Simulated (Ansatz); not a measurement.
Start from LiF in the rock salt structure (space group Fm-3m, No. 225).

```yaml
crystal:
  lattice:
    - [0.00000, 1.99510, 1.99510]
    - [1.99510, 0.00000, 1.99510]
    - [1.99510, 1.99510, 0.00000]
  atoms:
    - { symbol: F, position: [0.00000, 0.00000, 0.00000] }
    - { symbol: Li, position: [0.50000, 0.50000, 0.50000] }
```

Cartesian axes are those of the cell as printed.

Method: r2SCAN, PAW, 500 eV (Ansatz, a program for electronic structure; spin-orbit coupling left out).

Base values:

| Quantity | Result |
|---|---|
| Electron mass | 0.88 mₑ (at Γ) |

Perturbation: biaxial strain +1.23 %, plane normal [001], relaxed out of plane (Cartesian); in-plane vectors clamped, the third vector and the atoms free.

### Question
How does this affect the electron mass, in-plane stress, out-of-plane strain and energy relative to the base?

### Answer
The electron mass becomes 0.87 mₑ (at Γ) (base: 0.88 mₑ (at Γ)); the mean in-plane stress (compression positive) is -1.7 GPa; the out-of-plane strain amounts to -0.80 %; the energy rises by 1.1 meV/atom.

The levels and masses belong to the bands next to the band gap. Masses are band curvatures over ±0.01 Å⁻¹ around the edge. Whether these cells are dynamically stable was not tested.
